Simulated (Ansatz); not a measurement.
The starting structures come from a database of crystals and need not be the phases stable at ambient conditions.

The first run of each system starts from parallel moments on all its atoms from V to Ni; any other order comes from its own run or couplings.

Data:

```
MnRbF3
1.0
    4.23247     0.00000     0.00000
    0.00000     4.23247     0.00000
    0.00000     0.00000     4.23247
Rb Mn F
1 1 3
Direct
  0.00000   0.00000   0.00000
  0.50000   0.50000   0.50000
  0.50000   0.00000   0.50000
  0.00000   0.50000   0.50000
  0.50000   0.50000   0.00000
```

Space group of this cell: Pm-3m, cubic perovskite. The cell is taken as given; by PBEsol+U its mean pressure is 0.9 GPa.

Signs of the converged moments (0: under 0.4 μB), in the order of the atoms: 0 + 0 0 0.

The numbers are results of PBEsol+U (plane waves, PAW; Ansatz, an electronic-structure program), not measurements.

Files: default PAW set, 420 eV.

Couplings at constrained moments on a 6×6×6 mesh, U_eff Mn 3.90 eV. Fermi-Dirac width 0.05 eV. 

The moments are then reversed from cell to cell at q = (0.5, 0.5, 0.5) of this cell's reciprocal vectors.

### Question
How does the energy change, and is the new order stable?

### Answer
It falls by 25 meV a cell of 5 atoms (meshes of like density). The new order is stable against small rotations, with a Tyablikov temperature of 65 K.
